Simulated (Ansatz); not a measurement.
SiGe (model structure, Pmma, No. 51, 4 atoms in the cell), treated with r²SCAN+SOC (plane waves, PAW; Ansatz, a program for electronic structure).

Numerical settings: plane-wave cutoff 560 eV, 10×10×6 k mesh (along the axes of the cell as run), Fermi–Dirac smearing 0.01 eV, PAW data made under PBE.

Cell (relaxed with PBEsol):

```cif
data_Ge2Si2
_chemical_formula_sum 'Si2 Ge2'
_space_group_name_H-M_alt 'Pmma'
_space_group_IT_number 51
_space_group_name_Hall '-P 2a 2a'
_cell_length_a 3.91776
_cell_length_b 3.92331
_cell_length_c 5.54134
_cell_angle_alpha 90.000
_cell_angle_beta 90.000
_cell_angle_gamma 90.000
loop_
_atom_site_label
_atom_site_type_symbol
_atom_site_symmetry_multiplicity
_atom_site_Wyckoff_symbol
_atom_site_fract_x
_atom_site_fract_y
_atom_site_fract_z
_atom_site_occupancy
Si1 Si 2 e 0.25000 0.00000 0.11976 1
Ge1 Ge 2 f 0.25000 0.50000 0.36918 1
```

Problem. Estimate the band gap and smallest direct gap on the k points sampled that the calculation returns.

Solution. 
- band gap = 0.54 eV (indirect)
- smallest direct gap on the k points sampled = 0.75 eV

Note: the relaxation could raise the start's symmetry but not lower it, so the cell can be a saddle point; cell and atoms aren't relaxed at this level (largest force component 0.03 eV/Å, pressure 0.3 GPa).

Static lattice: no zero-point or thermal effects.

A model structure was made by putting elements into a prototype or built by hand; it is no filed structure, need not be a known phase, and can be a saddle point held by its symmetry.
